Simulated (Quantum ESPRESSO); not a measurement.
Quantum ESPRESSO run on Yb (Fm-3m, 1 atom in the cell): self-consistent single point.

Method: PBE, SSSP 1.1.2 efficiency (PBE) pseudopotentials (plane waves; Quantum ESPRESSO).

```
Yb
1.0
   -2.75370     0.00000     2.75370
    0.00000     2.75370     2.75370
   -2.75370     2.75370     0.00000
Yb
1
Cartesian
  0.00000   0.00000   0.00000
```

Reference input (self-consistent single point, DFT, PBE, plane waves, SSSP 1.1.2 efficiency (PBE) pseudopotentials): ecutwfc = 50 Ry; ecutrho = 400 Ry; occupations = smearing; smearing = fd; degauss = 0.0073499 Ry; potentials = {Yb: Yb.GGA-PBE-paw-v1.0.UPF}; K_POINTS = automatic 8 8 8 0 0 0; conv_thr = 1e-10 Ry. This run's input differs from it in these lines:

```diff
@@ -17,3 +17,3 @@
   smearing = 'fd',
-  degauss = 0.0073499,
+  degauss = 0.02205,
 /
@@ -27,3 +27,3 @@
 K_POINTS automatic
-8 8 8  0 0 0
+11 11 11  0 0 0
```

The program printed (abridged):

```
     Self-consistent Calculation

     iteration #  1     ecut=    50.00 Ry     beta= 0.70

     total energy              =   -1010.69879260 Ry
     estimated scf accuracy    <       0.33979045 Ry

     iteration #  2     ecut=    50.00 Ry     beta= 0.70
     c_bands:  1 eigenvalues not converged

     total energy              =   -1006.01472684 Ry
     estimated scf accuracy    <      50.55255112 Ry

     iteration #  3     ecut=    50.00 Ry     beta= 0.70

     total energy              =   -1011.14103894 Ry
     estimated scf accuracy    <       0.19705703 Ry

   [... 23 blocks of this kind left out ...]

     iteration # 27     ecut=    50.00 Ry     beta= 0.70

     total energy              =   -1011.13231418 Ry
     estimated scf accuracy    <          1.5E-10 Ry

     iteration # 28     ecut=    50.00 Ry     beta= 0.70
     End of self-consistent calculation

     the Fermi energy is     9.4279 ev

!    total energy              =   -1011.13231418 Ry
     estimated scf accuracy    <          2.6E-11 Ry
     smearing contrib. (-TS)   =      -0.06122411 Ry
     internal energy E=F+TS    =   -1011.07109007 Ry

     convergence has been achieved in  28 iterations

     Forces acting on atoms (cartesian axes, Ry/au):

     atom    1 type  1   force =     0.00000000    0.00000000    0.00000000

     Total force =     0.000000     Total SCF correction =     0.000000

          total   stress  (Ry/bohr**3)                   (kbar)     P=      -30.51
  -0.00020743  -0.00000000  -0.00000000          -30.51       -0.00       -0.00
  -0.00000000  -0.00020743   0.00000000           -0.00      -30.51        0.00
  -0.00000000   0.00000000  -0.00020743           -0.00        0.00      -30.51

   JOB DONE.
```

The run converged in 28 iterations. Against the reference run the free energy falls by 398 meV/atom and the pressure goes from -2.89 to -3.05 GPa. The full log also holds: “c_bands:  1 eigenvalues not converged”.

The starting cell has typed, rounded lattice constants, without a prior relaxation at this level. Its lattice was rescaled by up to half a per cent. Spin-orbit coupling is off. Spin polarisation is off. With a pressure of about -3 GPa the cell is away from its equilibrium volume at this level.

Cost on one core of a shared machine: roughly 3 min.
